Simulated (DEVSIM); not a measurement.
Structure: Co/Si3N4/p-In0.53Ga0.47As capacitor, at 300 K.

| layer (left to right) | material | thickness (nm) | Na (cm⁻³) |
|---|---|---|---|
| 1 | Si3N4 | 11.0 | - |
| 2 | In0.53Ga0.47As | 7100 | 6.4e15 |

Metal gate on the left, work function 5 eV. Fixed charge at the semiconductor interface -2.2e11 cm⁻² (in units of +e); no interface traps.

The device is made up for the run: typed textbook-type constants, with dimensions and the other settings drawn at random. Values at 300 K; Nc and Nv go as T^1.5, mobilities as T to minus their exponent, the gap by Varshni's rule with the affinity fixed.

```csv
parameter,Si3N4,In0.53Ga0.47As
gap (eV),5.1,0.74
affinity (eV),2.1,4.51
permittivity,7.5,13.9
Nc (cm⁻³),-,2.1e17
Nv (cm⁻³),-,7.7e18
Varshni α (eV/K),-,0.00035
Varshni β (K),-,190
```

Model (solved in DEVSIM): 1D Poisson equation in equilibrium, Boltzmann statistics, complete ionisation; no quantum confinement or tunnelling. Metal contacts follow the ideal Schottky-Mott rule: no Fermi-level pinning, no interface dipoles.

Base results: capacitance of the dielectric stack (μF/cm²) 0.604; minimum of the low-frequency capacitance (μF/cm²) 0.0411; flat-band voltage (V) -0.01; threshold voltage (band bending 2φF) (V) 0.51.

Task: What follows from this one change: gate work function 5 → 5.3 eV?

Result: capacitance of the dielectric stack little changed (0.604 μF/cm²); minimum of the low-frequency capacitance little changed (0.0411 μF/cm²); flat-band voltage -0.01 → 0.29 V; threshold voltage (band bending 2φF) 0.51 → 0.81 V.

Task: What follows from this one change: temperature 300 → 500 K?

Result: capacitance of the dielectric stack little changed (0.604 μF/cm²); minimum of the low-frequency capacitance 0.0411 → 0.0934 μF/cm²; flat-band voltage -0.01 → 0.21 V; threshold voltage (band bending 2φF) 0.51 → 0.40 V.

Task: What follows from this one change: interface trap density 0 → 1e+12 cm^-2 eV^-1?

Result: capacitance of the dielectric stack little changed (0.604 μF/cm²); minimum of the low-frequency capacitance 0.0411 → 0.153 μF/cm²; flat-band voltage -0.01 → -0.06 V; threshold voltage (band bending 2φF) 0.51 → 0.59 V.
